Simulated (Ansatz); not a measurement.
A self-consistent single point of TaN (Fm-3m, 2 atoms in the cell) with Ansatz (a program for electronic structure).

Method: PBE (plane waves, PAW; Ansatz).

The change in words: lattice scaled by 0.98. Reference geometry:
```
CELL_PARAMETERS angstrom
      0.00000     2.17528     2.17528
      2.17528     0.00000     2.17528
      2.17528     2.17528     0.00000
ATOMIC_POSITIONS crystal
  Ta 0.50000 0.50000 0.50000
  N  0.00000 0.00000 0.00000
```

Reference input (self-consistent single point, DFT, PBE, plane waves, default PAW files): basis.ecutwfc = 30.9 Ry; kpoints.mp_grid.grid = 13 13 13; hamiltonian.xc = pbe; hamiltonian.pseudopotentials = {kind: paw} (the program's default PAW files); scf.occupations.method = gaussian; scf.occupations.width = 0.0147 Ry. This run's input differs from it in these lines:

```diff
@@ -3,5 +3,5 @@
   lattice:
-    - [0.000000, 2.175280, 2.175280]
-    - [2.175280, 0.000000, 2.175280]
-    - [2.175280, 2.175280, 0.000000]
+    - [0.000000, 2.131774, 2.131774]
+    - [2.131774, 0.000000, 2.131774]
+    - [2.131774, 2.131774, 0.000000]
   atoms:
```

Output, abridged:

```
SCF iter   1: F=—  HF=-10317.658682 eV  |F-HF|=—  |Δ(HF+E_count)|=         —  Δρ=2.90e-3  dr2=1.56e-3  ethr=1.77e-3  ⟨swp⟩=5.1  Hψ=12628  notcnv=0  defer=14
all-band conjugate gradients solve this SCF's bands
automatic band count: the SCF goes on with 17 bands, as 13 were too few: the levels above may hold too much charge
preconditioner: auto → none
   [... lines left out ...]
SCF iter   4: F=—  HF=-10317.658374 eV  |F-HF|=—  |Δ(HF+E_count)|=   4.95e-6  Δρ=3.66e-5  dr2=1.02e-7  ethr=7.65e-8  ⟨swp⟩=2.3  Hψ=1637  notcnv=0  defer=14
iter 5 did not close the SCF: its close was put off for the readings that it lacked (scf_convergence_deferred on its scf_iter line)
SCF iter   5: F=-10317.658374 eV  HF=-10317.658374 eV  |F-HF|=1.98e-9  |Δ(HF+E_count)|=   1.52e-7  Δρ=8.66e-6  dr2=6.90e-9  ethr=5.67e-10  ⟨swp⟩=2.0  Hψ=1993  notcnv=0  defer=14
SCF iter   6: F=-10317.658374 eV  HF=-10317.658374 eV  |F-HF|=1.80e-10  |Δ(HF+E_count)|=  5.66e-10  Δρ=1.79e-6  dr2=3.75e-10  ethr=3.83e-11  ⟨swp⟩=5.2  Hψ=5370  notcnv=0
SCF 1 converged in 6 iterations: F = -10317.658374 eV  dr2 = 3.75e-10
Free energy (F): -10317.658374 eV
Internal energy: -10317.647636 eV  (E = F + TS)
E sigma→0 (E₀):  -10317.653005 eV
Entropy (-TS):   -0.010738 eV (-5.369 meV/atom)
Fermi energy:    24.001489 eV
--- Forces (eV/Å), atoms counted from 1 ---
  atom   1  Ta     0.00000000    -0.00000000     0.00000000
  atom   2  N     -0.00000000     0.00000000    -0.00000000
--- Stress (GPa, compression-positive) ---
       44.210008      -0.000000      -0.000000
       -0.000000      44.210008       0.000000
       -0.000000      -0.000000      44.210008
  P = ⅓ Tr σ = 44.2100 GPa (442.100 kbar)
  The stress holds the Pulay correction. Without it, at fixed plane waves, as pw.x and ABINIT print it: P = 43.6720 GPa
```

The run converged in 6 iterations. Against the reference run the free energy rises by 112 meV/atom and the pressure goes from 16.58 to 44.21 GPa.

The starting cell comes from a database of computed structures (which also holds hypothetical and non-ambient phases and stackings), without a prior relaxation at this level. Its lattice was rescaled by a random factor within 2.5 % of one. For this run, on top of that: lattice scaled by 0.98. Spin polarisation is off. With a pressure of about 44 GPa the cell is away from its equilibrium volume at this level. Ansatz's pressure includes its estimate of the finite-basis (Pulay) stress. Without the estimate this run gives 43.67 GPa.

Keys are those of Ansatz 0.2.
